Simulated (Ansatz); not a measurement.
Consider TiO$_{2}$ in the anatase structure (space group I4_1/amd, No. 141; a = 3.7988 Å, c = 9.7008 Å). Axes: x, y, z lie along a, b, c of the conventional cell.

The values are results of PBE (Ansatz, a program for electronic structure, PAW, no SOC), not measurements.

Base values:

The volume per atom comes out as 11.67 Å³, the band gap comes out as 2.13 eV and the pressure is 0.00 GPa.

Perturbation: compressive biaxial strain of 2.55 % in the plane normal to [001], as in epitaxy on a mismatched substrate; the out-of-plane cell vector and the atoms relax.

Task: What happens to the energy relative to the base?

Result: The energy goes up by 12 meV/atom.

Task: Predict the new volume per atom.

Result: The volume per atom decreases by 0.13 Å³, from 11.67 Å³ to 11.54 Å³.

Task: Estimate the effect on the band gap.

Result: The band gap rises by 0.27 eV (2.13 eV → 2.40 eV).

Task: Predict the new pressure.

Result: The pressure (mean of the normal stresses, compression positive) goes from zero to 4.30 GPa.

No phonon test of stability was made. All final runs are without spin polarisation.
